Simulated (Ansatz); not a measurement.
Given:

```
CELL_PARAMETERS angstrom
      3.11474     0.00000     0.05202
     -1.55737     2.69745    -0.02601
      0.19660     0.00000    11.77237
ATOMIC_POSITIONS crystal
  W  0.66949 0.33899 0.25000
  W  0.33051 0.66101 0.75000
  S  0.64821 0.32761 0.88355
  S  0.32060 0.67239 0.38355
  S  0.35179 0.67239 0.11645
  S  0.67940 0.32761 0.61645
```

No spin polarisation.

Level of theory: Kohn–Sham DFT with the PBEsol-D3(BJ) functional, run in Ansatz (a first-principles code) with PAW and 420 eV plane waves, without spin-orbit coupling. Γ-centred 12×12×3 mesh, Fermi–Dirac width 0.05 eV.

Q: What is the computed pressure (mean of the normal stresses, compression positive)?

A: 1.2 kbar.

Q: Predict the smallest direct gap.

A: 1.92 eV.

Q: Predict the valence-band top at Γ (three highest levels, from the VBM).

A: 0.00, -1.26, -1.61 eV.

Spin-orbit coupling, missing from the scalar runs, can matter with W. The cells carry an imposed strain or load. No phonon test of stability was made. The cell was made from WS2 (space group P6_3/mmc, No. 194; layered, stacked along the Cartesian z axis) by this change: tensor shear ε_xz = +1.67 %.
